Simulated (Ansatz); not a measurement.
The reference is RuP2 (space group Pnnm, No. 58; a = 5.103 Å, b = 5.869 Å, c = 2.862 Å).

Method: Ansatz (a first-principles code) PBEsol, without spin-orbit coupling.

Carriers are added at fixed cell with a uniform background; the Fermi–Dirac width is that of 300 K.

One change was made to it. Results:

The gap between the host's bands grows by 0.04 eV, from 0.47 eV to 0.51 eV; the Fermi level relative to the doped band's edge (positive inside the band; to 0.05 eV) is +0.45 eV.

### Question
What was done to the base?
A) electrons 1.0×10^22 cm⁻³
B) holes 2.0×10^21 cm⁻³
C) holes 2.0×10^22 cm⁻³
D) holes 1.0×10^22 cm⁻³
E) electrons 3.0×10^21 cm⁻³

### Answer
E, electrons 3.0×10^21 cm⁻³. For comparison, the gap between the host's bands in the other runs: electrons 1.0×10^22 cm⁻³ gives 0.59 eV; holes 2.0×10^21 cm⁻³ gives 0.46 eV; holes 1.0×10^22 cm⁻³ gives 0.44 eV; holes 2.0×10^22 cm⁻³ gives 0.40 eV.

Carriers are added with a uniform compensating background; total energy and stress of such cells depend on the potential's zero and are not compared; many-body gap narrowing is missing at this level. Stability against distortions was not tested.
